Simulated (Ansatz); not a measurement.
Base system: Ta in the bcc (W type) structure (space group Im-3m, No. 229; a = 3.282 Å; relaxed with 0.1 eV smearing). Axes: x, y, z lie along the cube axes.

Method: PBEsol/PAW in Ansatz (a first-principles code), no spin-orbit coupling.

It is then changed as follows: the cell is stretched by 1.00 % along z with no lateral relaxation, atoms relaxed at fixed cell.

Question: Predict the stress tensor and what it implies for the stiffness.

Answer: Stress of the strained cell less that of the base (GPa, compression positive):
```
   -1.6     0.0     0.0
    0.0    -1.6     0.0
    0.0     0.0    -2.8
```

Then −Δσ_ii/ε with ε = 0.0100 gives relaxed-ion elastic constants: C33 ≈ 275 GPa, C13 ≈ 164 GPa and C23 ≈ 164 GPa.

No phonon test of stability was made. All final runs are without spin polarisation.
